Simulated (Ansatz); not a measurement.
**CaC2, response to strain**

Base system: CaC₂ (space group C2/c, No. 15; a cell from a computed database, its experimental status unchecked).

```
CELL_PARAMETERS angstrom
      3.26011    -2.04177     0.00000
      3.26011     2.04177     0.00000
     -2.01923     0.00000     7.00570
ATOMIC_POSITIONS crystal
  Ca 0.17201 0.82799 0.75000
  Ca 0.82799 0.17201 0.25000
  C  0.42483 0.14540 0.56077
  C  0.57517 0.85460 0.43923
  C  0.85460 0.57517 0.93923
  C  0.14540 0.42483 0.06077
```

Cartesian axes are those of the cell as printed.

Strains are applied to the cell and any free atomic positions relax; under biaxial strain the out-of-plane vector relaxes too.

Levels (all Ansatz, a program for electronic structure, PAW): PBEsol (420 eV, no spin-orbit coupling); r2SCAN (500 eV, no spin-orbit coupling); HSE06 (420 eV, spin-orbit coupling left out).

Band gaps by level, all at the geometries relaxed with PBEsol:

```json
[
 {"case": "base", "PBEsol": "1.74 eV", "r2SCAN": "2.19 eV", "HSE06": "3.15 eV"},
 {"case": "biaxial strain +0.89 %, plane normal [001], relaxed out of plane", "PBEsol": "1.70 eV", "r2SCAN": "2.15 eV", "HSE06": "3.12 eV"},
 {"case": "isotropic strain −0.29 %", "PBEsol": "1.70 eV", "r2SCAN": "2.16 eV", "HSE06": "3.12 eV"},
 {"case": "strain tensor (xx, yy, zz, yz, xz, xy) = (−0.81, −0.63, −1.81, −0.80, +0.27, −0.28) %", "PBEsol": "1.57 eV", "r2SCAN": "2.03 eV", "HSE06": "2.99 eV"}
]
```

Single points use the geometry relaxed with PBEsol. HSE06 was sampled on its mesh, a few special points and the semilocal edge points, so its gap is an upper bound. No phonon test of stability was made.
